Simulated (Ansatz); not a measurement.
Take ZnS in the wurtzite structure (space group P6_3mc, No. 186; a = 3.738 Å, c = 6.143 Å) as the base.

All numbers come from Ansatz (a first-principles code) LDA, spin-orbit coupling left out.

For the base:

| Quantity | Value |
|---|---|
| Valence-band top at Γ | 0.00, 0.00, -0.10 eV |
| Volume per atom | 18.59 Å³ |

The change: a hydrostatic pressure of 9 GPa.

**Question.** How does this affect the valence-band top at Γ and volume per atom?

**Answer.** The valence-band top at Γ (three highest levels, from the VBM) becomes 0.00, 0.00, -0.15 eV (base: 0.00, 0.00, -0.10 eV); the volume per atom shrinks by 1.54 Å³ to 17.05 Å³.

The levels and masses belong to the bands next to the band gap. Load acts through the strain it causes; cell and atoms are relaxed under it. Stability against distortions was not tested. Tetrahedral semiconductors of this kind turn to denser phases somewhere between about 1 and 50 GPa; those were not computed, so compressed cells here can lie past the real transition.
